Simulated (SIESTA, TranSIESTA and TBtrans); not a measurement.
**Pt chain bridged by a linear C4 unit along the axis**

System: Pt chain bridged by a linear C4 unit along the axis. Leads: straight Pt chain, spacing 2.4 Å. Geometry: 6 atoms about the centre moved by SIESTA (PBE, DZP) to a largest force of 0.01 eV/Å, all others as built, motion along the axis alone.

TranSIESTA and TBtrans, PBE, DZP numerical orbitals (energy shift 0.15 eV), PseudoDojo norm-conserving scalar-relativistic potentials, mesh cutoff 200 Ry, 300 K, spin-polarised (collinear), no spin-orbit coupling; self-consistent non-equilibrium Green functions.

- Conductance at 300 K (G0 = 2e²/h) = 1.86
- Mean T from −0.5 to 0.5 eV = 1.85

Energies count from the leads' Fermi level. Transmissions are for each spin. The energy step is 0.01 eV; narrower resonances are cut or missed.

| E (eV) | T up | T down | lead channels up | down |
|---|---|---|---|---|
| -2.00 | 1.59 | 1.59 | 3 | 3 |
| -1.90 | 1.56 | 1.55 | 3 | 3 |
| -1.80 | 1.53 | 1.53 | 3 | 3 |
| -1.70 | 1.52 | 1.51 | 3 | 3 |
| -1.60 | 1.51 | 1.51 | 4 | 4 |
| -1.50 | 1.51 | 1.51 | 4 | 4 |
| -1.40 | 1.51 | 1.51 | 4 | 4 |
| -1.30 | 1.52 | 1.52 | 4 | 4 |
| -1.20 | 1.53 | 1.53 | 4 | 4 |
| -1.10 | 1.54 | 1.54 | band edge | band edge |
| -1.00 | 1.55 | 1.56 | band edge | band edge |
| -0.90 | 1.57 | 1.57 | 6 | 6 |
| -0.80 | 1.59 | 1.59 | 6 | 6 |
| -0.70 | 1.61 | 1.61 | 6 | 6 |
| -0.60 | 1.63 | 1.63 | 6 | 6 |
| -0.50 | 1.66 | 1.66 | 6 | 6 |
| -0.40 | 1.69 | 1.69 | 6 | 6 |
| -0.30 | 1.73 | 1.73 | band edge | band edge |
| -0.20 | 1.77 | 1.77 | 4 | 4 |
| -0.10 | 1.82 | 1.81 | 4 | 4 |
| 0.00 | 1.86 | 1.85 | 4 | 4 |
| 0.10 | 1.90 | 1.89 | 4 | 4 |
| 0.20 | 1.93 | 1.93 | 4 | 4 |
| 0.30 | 1.97 | 1.96 | 4 | 4 |
| 0.40 | 1.99 | 1.99 | 3 | 3 |
| 0.50 | 2.00 | 2.00 | 3 | 3 |
| 0.60 | 2.00 | 2.00 | 3 | 3 |
| 0.70 | 1.94 | 1.93 | 3 | 3 |
| 0.80 | 0.0018 | 0.0018 | 1 | 1 |
| 0.90 | 0.0016 | 0.0016 | 1 | 1 |
| 1.00 | 0.0015 | 0.0015 | 1 | 1 |
| 1.10 | 0.0014 | 0.0014 | 1 | 1 |
| 1.20 | 0.0013 | 0.0013 | 1 | 1 |
| 1.30 | 0.0013 | 0.0013 | 1 | 1 |
| 1.40 | 0.0012 | 0.0012 | 1 | 1 |
| 1.50 | 0.0012 | 0.0012 | 1 | 1 |
| 1.60 | 0.0012 | 0.0011 | 1 | 1 |
| 1.70 | 0.0011 | 0.0011 | 1 | 1 |
| 1.80 | 0.0011 | 0.0011 | 1 | 1 |
| 1.90 | 0.0011 | 0.0011 | 1 | 1 |
| 2.00 | 0.0011 | 0.0011 | 1 | 1 |

A magnetic start was tried, and the separate lead runs end without a moment. The straight chain is held at its spacing; free chains may zigzag or dimerise. Spin-orbit coupling, left out here, matters for the heavy atoms.
